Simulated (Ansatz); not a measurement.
How a calculation on the (110) slab of Hf (cut from a parent of space group no. 194; 10 atoms in the cell) responds to its settings

```
CELL_PARAMETERS angstrom
      5.04504     0.00000     0.00000
      0.00000     5.52936     0.00000
      0.00000     0.00000    16.38480
ATOMIC_POSITIONS crystal
  Hf 0.75000 0.41667 0.30516
  Hf 0.25000 0.75000 0.30516
  Hf 0.75000 0.91667 0.40258
  Hf 0.25000 0.25000 0.40258
  Hf 0.75000 0.41667 0.50000
  Hf 0.25000 0.75000 0.50000
  Hf 0.75000 0.91667 0.59742
  Hf 0.25000 0.25000 0.59742
  Hf 0.75000 0.41667 0.69484
  Hf 0.25000 0.75000 0.69484
```

Base run A: Ansatz (a quantum-chemistry and plane-wave program) with PBEsol, default PAW files made with PBE, self-consistent single point.

Its settings: kpoints.mp_grid.grid = 5 5 1; hamiltonian.xc = pbesol; hamiltonian.pseudopotentials = {kind: paw} (the program's default PAW files); scf.occupations.method = cold; scf.occupations.width = 0.0037 Ry.

The starting cell comes from a database of computed structures (which also holds hypothetical and non-ambient phases and stackings), without a prior relaxation at this level. The slab is cut from that crystal, and its faces are unrelaxed. In the base run, forces exceed 1 eV/Å.

ΔF is the free energy per atom less that of run A. 

| run | kpoints.mp_grid.grid, kpoints.mp_grid.shift | ΔF (meV/atom) | largest force (eV/Å) | k-points |
|---|---|---|---|---|
| A | 5 5 1, default | 0.00 | 1.363 | 9 |
| B | 3 3 1, default | 2.6 | 1.339 | 4 |
| C | 3 3 1, 0.5 0.5 0 | 0.33 | 1.358 | 4 |
| D | 4 4 1, default | -5.9 | 1.316 | 9 |
| E | 4 4 1, 0.5 0.5 0 | 9.7 | 1.393 | 4 |
| F | 5 4 1, default | -2.5 | 1.348 | 9 |
| G | 5 4 1, 0.5 0.5 0 | 1.49 | 1.334 | 6 |
| H | 5 5 1, 0.5 0.5 0 | 0.85 | 1.331 | 9 |
| I | 5 5 1, 0.5 0 0 | -0.90 | 1.349 | 9 |

Run I against A: The free energy hardly moves (within 1 meV/atom) and the largest force goes from 1.363 to 1.349 eV/Å.

Run G against A: The free energy rises by 1.5 meV/atom and the largest force goes from 1.363 to 1.334 eV/Å.

Run H against A: The free energy stays essentially unchanged (within 1 meV/atom) and the largest force goes from 1.363 to 1.331 eV/Å.

Keys are those of Ansatz 0.2.
